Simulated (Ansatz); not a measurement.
Consider Hf in the hcp (Mg type) structure (space group P6_3/mmc, No. 194; relaxed with 0.1 eV smearing).

```yaml
crystal:
  lattice:
    - [3.11736, 0.00000, 0.00000]
    - [-1.55868, 2.69972, 0.00000]
    - [0.00000, 0.00000, 4.95007]
  atoms:
    - { symbol: Hf, position: [0.66667, 0.33333, 0.75000] }
    - { symbol: Hf, position: [0.33333, 0.66667, 0.25000] }
```

All numbers come from LDA (Ansatz, a first-principles code; PAW; 420 eV plane waves; no SOC).

Strains are applied to the cell and any free atomic positions relax.

One change was made to it. Results:

The pressure (mean of the normal stresses, compression positive) goes from zero to -7.8 GPa; the energy grows by 41 meV/atom.

**Question.** What was done to the base?
A) isotropic strain +2.00 %
B) isotropic strain +2.50 %
C) isotropic strain +1.50 %

**Answer.** B, isotropic strain +2.50 %. For comparison, the energy relative to the base in the other runs: isotropic strain +2.00 % gives +27 meV/atom; isotropic strain +1.50 % gives +15 meV/atom.

Whether these cells are dynamically stable was not tested. All final runs are without spin polarisation.
